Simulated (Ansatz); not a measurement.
The starting structures come from a database of crystals and need not be the phases stable at ambient conditions.

The decay constant κ of evanescent states in the gap governs leakage through a thin film.

Consider the following.

```
CELL_PARAMETERS angstrom
      6.26115     0.00000     0.00000
      0.00000     7.08964     0.00000
      0.00000    -3.54482     6.13981
ATOMIC_POSITIONS crystal
  Nb 0.77695 0.80224 0.60449
  Nb 0.77695 0.80224 0.19776
  Nb 0.77695 0.39551 0.19776
  S  0.50165 0.66667 0.33333
  Br 0.04722 0.49729 0.99458
  Br 0.04722 0.49729 0.50271
  Br 0.04722 0.00542 0.50271
  Br 0.00185 0.00000 0.00000
  Br 0.54636 0.16866 0.33733
  Br 0.54636 0.16866 0.83134
  Br 0.54636 0.66267 0.83134
```

Space group of this cell: P3m1. The cell was relaxed by PBE-D3(BJ); by r2SCAN its mean pressure is 1.5 GPa.

Transport runs along the normal of the first two printed cell vectors, the (100) plane of the conventional cell.

No gap correction and no spin-orbit coupling; mid-gap values are interpolated between computed energies.

Problem. Give the band gap and the smallest decay constant κ at mid-gap that r2SCAN (Ansatz, a program for electronic structure) yields.

Solution. Gap 0.95 eV on a 6×6×6 mesh; κ = 0.283 1/Å, at the zone centre.
